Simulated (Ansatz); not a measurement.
Gaps and masses across 8 crystals of space group F-43m

All by PBEsol, rigid bands (Ansatz, a quantum-chemistry and plane-wave program); geometry: cell and atoms relaxed with PBEsol.

| Crystal | volume per atom (Å³) | band gap | electron conductivity mass | E_g(mₑ/m* − 1) |
|---|---|---|---|---|
| InP | 25.4 | 0.57 eV | 0.056 mₑ | 9.5 eV |
| BP | 11.5 | 1.11 eV | 0.33 mₑ | - |
| ZnSe | 22.3 | 1.24 eV | 0.102 mₑ | 10.9 eV |
| AlAs | 22.8 | 1.34 eV | 0.33 mₑ | - |
| AlP | 20.5 | 1.45 eV | 0.33 mₑ | - |
| GaP | 20.1 | 1.45 eV | 0.34 mₑ | - |
| ZnS | 19.2 | 2.08 eV | 0.179 mₑ | 9.5 eV |
| BN | 5.9 | 4.30 eV | 0.39 mₑ | - |

The last column is given only where the electrons sit in one nearly round valley (density-of-states mass close to the conductivity mass).

Question: Does the electron mass follow the gap, and the gap the size of the cell?

Answer: The mass follows the gap loosely (rank correlation 0.67), and the gap follows the volume per atom loosely and inversely (-0.62). Rows with one valley and with several are mixed here. Lightest electrons: InP (F-43m); heaviest: BN (F-43m).

Masses are for dilute carriers at 300 K, harmonic means over directions unless an axis is named. Spin-orbit coupling is left out.
